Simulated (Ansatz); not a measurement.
Take LiF in the rock salt structure (space group Fm-3m, No. 225) as the base.

```yaml
crystal:
  lattice:
    - [0.00000, 2.00393, 2.00393]
    - [2.00393, 0.00000, 2.00393]
    - [2.00393, 2.00393, 0.00000]
  atoms:
    - { symbol: Li, position: [0.00000, 0.00000, 0.00000] }
    - { symbol: F, position: [0.50000, 0.50000, 0.50000] }
```

The values are results of Ansatz (a quantum-chemistry and plane-wave program) PBEsol, without spin-orbit coupling, not measurements.

Strains are applied to the cell and any free atomic positions relax.

One change was made to it. Results:

The energy grows by 6.9 meV/atom; the pressure goes up by 4.96 GPa (-0.01 GPa → 4.95 GPa).

Task: What was done to the base?
(A) isotropic strain −2.00 %
(B) isotropic strain +1.00 %
(C) isotropic strain −1.00 %

Result: A, isotropic strain −2.00 %. For comparison, the energy relative to the base in the other runs: isotropic strain +1.00 % gives +1.6 meV/atom; isotropic strain −1.00 % gives +1.7 meV/atom.

No phonon test of stability was made.
